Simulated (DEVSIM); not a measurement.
Structure: W/Al2O3/p-Si capacitor, at 300 K.

| layer (left to right) | material | thickness (nm) | Na (cm⁻³) |
|---|---|---|---|
| 1 | Al2O3 | 17.0 | - |
| 2 | Si | 6800 | 7.1e15 |

Metal gate on the left, work function 4.6 eV. Fixed charge at the semiconductor interface 2.8e12 cm⁻² (in units of +e); interface traps 3.6e11 cm⁻² eV⁻¹, uniform in energy, neutral level at 0.5 of the gap above the valence band.

Constants are typed, rounded textbook-type inputs, not results; the design itself was drawn at random and stands for no fabricated device. Values at 300 K.

```tsv
parameter	Al2O3	Si
gap (eV)	6.8	1.124
affinity (eV)	1.35	4.05
permittivity	9	11.7
Nc (cm⁻³)	-	2.86e19
Nv (cm⁻³)	-	3.1e19
```

Model (solved in DEVSIM): 1D Poisson equation in equilibrium, Boltzmann statistics, complete ionisation; no quantum confinement or tunnelling. Metal contacts follow the ideal Schottky-Mott rule: no Fermi-level pinning, no interface dipoles.

### Question
Tabulate band edges, carrier densities and field at -0.5 V on the gate.

### Answer
Energies count from the Fermi level of the right contact; mesh points crowd at the junctions.

```
x (μm)    Ec (eV)  Ev (eV)  n (cm⁻³)  p (cm⁻³)  field (V/cm)
--------  -------  -------  --------  --------  ------------
0.000       3.750   -3.050     < 1e2     < 1e2       -490000
0.001619    3.671   -3.129     < 1e2     < 1e2       -490000
0.004993    3.506   -3.294     < 1e2     < 1e2       -490000
0.01120     3.203   -3.597     < 1e2     < 1e2       -490000
0.01578     2.980   -3.820     < 1e2     < 1e2       -490000
0.01712     0.221   -0.903    5.5e15     21000         39000
0.01905     0.228   -0.896    4.2e15     28000         38000
0.02634     0.256   -0.868    1.4e15     81000         37000
0.04206     0.313   -0.811    1.6e14    730000         35000
0.07913     0.436   -0.688    1.3e12     8.7e7         31000
0.1739      0.683   -0.441     9.5e7    1.2e12         21000
0.5333      0.907   -0.217     17000    7.0e15           110
1.308       0.907   -0.217     16000    7.1e15           ≈ 0
3.134       0.907   -0.217     16000    7.1e15           ≈ 0
5.707       0.907   -0.217     16000    7.1e15           ≈ 0
6.358       0.907   -0.217     16000    7.1e15           ≈ 0
6.634       0.907   -0.217     16000    7.1e15           ≈ 0
6.742       0.907   -0.217     16000    7.1e15           ≈ 0
6.796       0.907   -0.217     16000    7.1e15           ≈ 0
6.809       0.907   -0.217     16000    7.1e15           ≈ 0
6.814       0.907   -0.217     16000    7.1e15           ≈ 0
6.817       0.907   -0.217     16000    7.1e15           ≈ 0
```
